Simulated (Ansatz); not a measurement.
For CsCl-type CuZn, PBE in Ansatz (PAW) gives:

| Item | Value |
|---|---|
| lattice constant a | 2.964 Å |
| bulk modulus B0 | 115 GPa |
| cohesive energy | 2.41 eV/atom |
| TO(Γ) frequency | 193 cm⁻¹ |
| elastic constant C11 | 125 GPa |
| elastic constant C44 | 82.3 GPa |
| polycrystal shear modulus | 34.9 GPa |
| formation enthalpy | -0.091 eV/atom |

Q: What does r²SCAN (Ansatz, a quantum-chemistry and plane-wave program, PAW) give for the same quantities?

A: 
- lattice constant a: 2.919 Å (shrinks by 1.5 %)
- bulk modulus: 134 GPa (grows by 17 %)
- cohesive energy: 2.79 eV/atom (grows by 0.38 eV/atom)
- zone-centre TO phonon frequency: 208 cm⁻¹ (rises by 7.8 %)
- elastic constant C11: 147 GPa (goes up by 18 %)
- elastic constant C44: 96.2 GPa (goes up by 17 %)
- Voigt–Reuss–Hill shear modulus: 41.6 GPa (increases by 19 %)
- formation enthalpy: -0.108 eV/atom (moves by -0.017 eV/atom)

For comparison: lattice constant a 2.958 Å (measured, temperature not stated, no zero-point or thermal correction; as tabulated in First-Principles Study on the Electrical and Thermal Conductivities of Cu–Zn …); bulk modulus 116 GPa (measured, temperature not stated, not corrected to a static lattice; as tabulated in Nepal et al. (2020), arXiv:2007.11150); formation enthalpy -0.124 eV/atom (measured, temperature not stated, no zero-point or thermal correction; as tabulated in Nepal et al. (2020), arXiv:2007.11150).

Changes are worked out from the printed values.

Unless a cell is named, each level is at its own relaxed cell (PBE 13.02, r²SCAN 12.44 Å³/atom).

Ansatz's density-functional and Hartree–Fock values are scalar-relativistic unless marked +SOC, with PAW data made under PBE.
